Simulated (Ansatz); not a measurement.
The starting structures come from a database of crystals and need not be the phases stable at ambient conditions.

The decay constant κ of evanescent states in the gap governs leakage through a thin film.

Here is the system:

```yaml
crystal:
  lattice:
    - [6.42793, 0.00000, 0.00000]
    - [1.60489, 6.22436, 0.00000]
    - [3.07914, 2.38592, 5.62814]
  atoms:
    - { symbol: Li, position: [0.75487, 0.24513, 0.25000] }
    - { symbol: Li, position: [0.24513, 0.75487, 0.75000] }
    - { symbol: La, position: [0.80551, 0.19449, 0.75000] }
    - { symbol: La, position: [0.19449, 0.80551, 0.25000] }
    - { symbol: C, position: [0.78925, 0.67405, 0.87305] }
    - { symbol: C, position: [0.21075, 0.32595, 0.12695] }
    - { symbol: C, position: [0.32595, 0.21075, 0.62695] }
    - { symbol: C, position: [0.67405, 0.78925, 0.37305] }
    - { symbol: O, position: [0.79268, 0.45318, 0.94204] }
    - { symbol: O, position: [0.20732, 0.54682, 0.05796] }
    - { symbol: O, position: [0.54682, 0.20732, 0.55796] }
    - { symbol: O, position: [0.45318, 0.79268, 0.44204] }
    - { symbol: O, position: [0.96473, 0.79351, 0.69539] }
    - { symbol: O, position: [0.03527, 0.20649, 0.30461] }
    - { symbol: O, position: [0.20649, 0.03527, 0.80461] }
    - { symbol: O, position: [0.79351, 0.96473, 0.19539] }
    - { symbol: O, position: [0.38364, 0.21134, 0.02095] }
    - { symbol: O, position: [0.61636, 0.78866, 0.97905] }
    - { symbol: O, position: [0.78866, 0.61636, 0.47905] }
    - { symbol: O, position: [0.21134, 0.38364, 0.52095] }
```

Space group of this cell: C2/c. The cell is taken as given; by r2SCAN its mean pressure is -0.5 GPa.

Transport runs along the normal of the first two printed cell vectors.

The gap is the functional's own. No spin-orbit coupling. Mid-gap values are interpolated on the energy grid.

Problem. State the band gap and the smallest decay constant κ at mid-gap according to Ansatz (an electronic-structure program) with r2SCAN.

Solution. Gap 5.09 eV on a 6×6×6 mesh; κ = 0.580 1/Å, at (0.167, 0.167) of the in-plane reciprocal vectors. At the zone centre, at the nearest computed energy, the slowest state has κ = 0.61 1/Å.
